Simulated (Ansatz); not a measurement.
Subject: the formation energy of Au15Si4 (I-43d) from the elements. Reaction: 4 Si (diamond) + 15 Au (fcc) → Au15Si4 (I-43d). A negative value means that the right-hand side lies lower. The value is per atom of the solid.

Au15Si4 (I-43d), 38 atoms in the cell; this is a cell whose start was taken from, or built on, an entry of a structure database, and that this text hasn't matched to a measured one, k-point mesh 6×6×6 on the run's own vectors.
```yaml
crystal:
  lattice:
    - [-5.54447, 5.54447, 5.54447]
    - [5.54447, -5.54447, 5.54447]
    - [5.54447, 5.54447, -5.54447]
  atoms:
    - { symbol: Si, position: [0.45321, 0.45321, 0.45321] }
    - { symbol: Si, position: [0.50000, 0.00000, 0.54679] }
    - { symbol: Si, position: [0.00000, 0.04679, 0.50000] }
    - { symbol: Si, position: [0.54679, 0.50000, 0.00000] }
    - { symbol: Si, position: [0.50000, 0.00000, 0.04679] }
    - { symbol: Si, position: [0.95321, 0.95321, 0.95321] }
    - { symbol: Si, position: [0.04679, 0.50000, 0.00000] }
    - { symbol: Si, position: [0.00000, 0.54679, 0.50000] }
    - { symbol: Au, position: [0.37500, 0.25000, 0.62500] }
    - { symbol: Au, position: [0.12500, 0.75000, 0.87500] }
    - { symbol: Au, position: [0.62500, 0.37500, 0.25000] }
    - { symbol: Au, position: [0.87500, 0.12500, 0.75000] }
    - { symbol: Au, position: [0.25000, 0.62500, 0.37500] }
    - { symbol: Au, position: [0.75000, 0.87500, 0.12500] }
    - { symbol: Au, position: [0.28276, 0.10627, 0.08013] }
    - { symbol: Au, position: [0.32351, 0.79737, 0.71724] }
    - { symbol: Au, position: [0.97386, 0.39373, 0.67649] }
    - { symbol: Au, position: [0.91987, 0.70263, 0.02614] }
    - { symbol: Au, position: [0.52614, 0.20263, 0.41987] }
    - { symbol: Au, position: [0.58013, 0.60627, 0.78276] }
    - { symbol: Au, position: [0.21724, 0.29737, 0.82351] }
    - { symbol: Au, position: [0.17649, 0.89373, 0.47386] }
    - { symbol: Au, position: [0.08013, 0.28276, 0.10627] }
    - { symbol: Au, position: [0.71724, 0.32351, 0.79737] }
    - { symbol: Au, position: [0.67649, 0.97386, 0.39373] }
    - { symbol: Au, position: [0.02614, 0.91987, 0.70263] }
    - { symbol: Au, position: [0.41987, 0.52614, 0.20263] }
    - { symbol: Au, position: [0.78276, 0.58013, 0.60627] }
    - { symbol: Au, position: [0.82351, 0.21724, 0.29737] }
    - { symbol: Au, position: [0.47386, 0.17649, 0.89373] }
    - { symbol: Au, position: [0.10627, 0.08013, 0.28276] }
    - { symbol: Au, position: [0.79737, 0.71724, 0.32351] }
    - { symbol: Au, position: [0.39373, 0.67649, 0.97386] }
    - { symbol: Au, position: [0.70263, 0.02614, 0.91987] }
    - { symbol: Au, position: [0.20263, 0.41987, 0.52614] }
    - { symbol: Au, position: [0.60627, 0.78276, 0.58013] }
    - { symbol: Au, position: [0.29737, 0.82351, 0.21724] }
    - { symbol: Au, position: [0.89373, 0.47386, 0.17649] }
```

Si (diamond, Fd-3m), 2 atoms in the cell, k-point mesh 10×10×10 on the run's own vectors. Conventional cell: a = b = c = 5.4700 Å, α = β = γ = 90.00°.

Au (fcc, Fm-3m), 1 atom in the cell, k-point mesh 24×24×24 on the run's own vectors. Conventional cell: a = 4.158 Å, b = 4.158 Å, c = 4.158 Å, α = 90.00°, β = 90.00°, γ = 90.00°.

Computed with Ansatz (plane waves, PAW), its default PAW set, cutoff 420 eV, 500 eV for r2SCAN. The structures are at rest with PBE; other levels are single points on them. Neutral cells; Fermi-Dirac smearing of at most 0.10 eV in the solids, energies taken to zero width. The lattices are those relaxed with PBE, so at other levels the solids can be strained, which adds to the spread. Larger cells are relaxed from a start prepared with the learned potential CHGNet, on a coarser mesh till forces fall under 0.03 eV/Å, which some starts already meet. A dispersion term (D3(BJ), or D4 for r2SCAN) was computed beside these levels and is taken off wherever the name lacks it. The PAW files were made for PBE and serve at the other functionals too. Space groups of crystals are read within 0.01 Å. No zero-point or thermal terms. Cells are local rest points, mostly with their start's symmetry. Spin-orbit coupling is left out.

### Question
Predict the value from PBE.

### Answer
0.09 eV/atom, for 4 Si (diamond) + 15 Au (fcc) → Au15Si4 (I-43d).

### Question
List the value at the remaining levels and say how far they part.

### Answer
```json
[
 {"Level": "r2SCAN", "value (eV/atom)": "0.13", "less PBE": "0.04"}
]
```

The levels shown span 0.04 eV/atom, from PBE (0.09) to r2SCAN (0.13).

Ansatz is an electronic-structure program.
